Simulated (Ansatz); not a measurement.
Wurtzite BN (high-pressure phase), relaxed in Ansatz (plane waves) with several semilocal functionals. Each gives its own volume and its own bulk modulus:

| level | V0 (Å³/atom) | bulk modulus B0 (GPa) | ln V0 | ln B0 |
|---|---|---|---|---|
| LDA | 5.756 | 402.4 | 1.7502 | 5.9974 |
| r²SCAN | 5.895 | 391.5 | 1.7741 | 5.9700 |
| PBE | 5.969 | 371.7 | 1.7866 | 5.9181 |

Task: Fit a straight line to ln B0 against ln V0. What does it predict for PBEsol, whose volume is 5.876 Å³/atom?

Result: With x = ln V0 and y = ln B0: means 1.77030 and 5.96183; Σ(Δx Δy) = -0.001397, Σ(Δx²) = 0.0006841, so the slope is -2.04. At x = 1.7709 the line gives y = 5.96183 + (-2.04) × (1.7709 − 1.77030) = 5.9606, or 387.8 GPa. The run with PBEsol gives 385.8 GPa, -0.5 % from the line. The rows used scatter about it by up to 1.6 %, while the largest value lies 8 % above the smallest. For comparison, PBE's own equation of state has B′ = 3.7, the slope −d ln B/d ln V at a fixed functional; the two needn't agree, since functionals also differ at one volume.

Measured: 375 ± 9 GPa (measured, room temperature, not corrected to a static lattice; as tabulated in Equation of state of wurtzitic boron nitride to 66 GPa, Appl. Phys. Lett., doi …).

Ansatz's density-functional and Hartree–Fock values are scalar-relativistic unless marked +SOC, with PAW data made under PBE.

Ansatz is a quantum-chemistry and plane-wave program.
